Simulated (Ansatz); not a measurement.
Take Rb3Sb (space group P6_3/mmc, No. 194; a cell from a computed database, its experimental status unchecked) as the base.

```yaml
crystal:
  lattice:
    - [6.28390, 0.00000, 0.00000]
    - [-3.14195, 5.44202, 0.00000]
    - [0.00000, 0.00000, 11.12127]
  atoms:
    - { symbol: Rb, position: [0.00000, 0.00000, 0.25000] }
    - { symbol: Rb, position: [0.00000, 0.00000, 0.75000] }
    - { symbol: Rb, position: [0.33333, 0.66667, 0.58177] }
    - { symbol: Rb, position: [0.66667, 0.33333, 0.41823] }
    - { symbol: Rb, position: [0.66667, 0.33333, 0.08177] }
    - { symbol: Rb, position: [0.33333, 0.66667, 0.91823] }
    - { symbol: Sb, position: [0.33333, 0.66667, 0.25000] }
    - { symbol: Sb, position: [0.66667, 0.33333, 0.75000] }
```

Computed with Ansatz (an electronic-structure program) PBEsol, no spin-orbit coupling.

Before the change:

| Item | Result |
|---|---|
| c/a ratio | 1.770 |
| Lattice parameter a | 6.284 Å |

Perturbation: a hydrostatic pressure of 3 GPa.

Problem. Estimate the effect on the c/a ratio and lattice parameter a.

Solution. The c/a ratio drops by 0.014 to 1.756; the lattice parameter a drops by 0.355 Å to 5.929 Å.

Load acts through the strain it causes; cell and atoms are relaxed under it. No phonon test of stability was made.
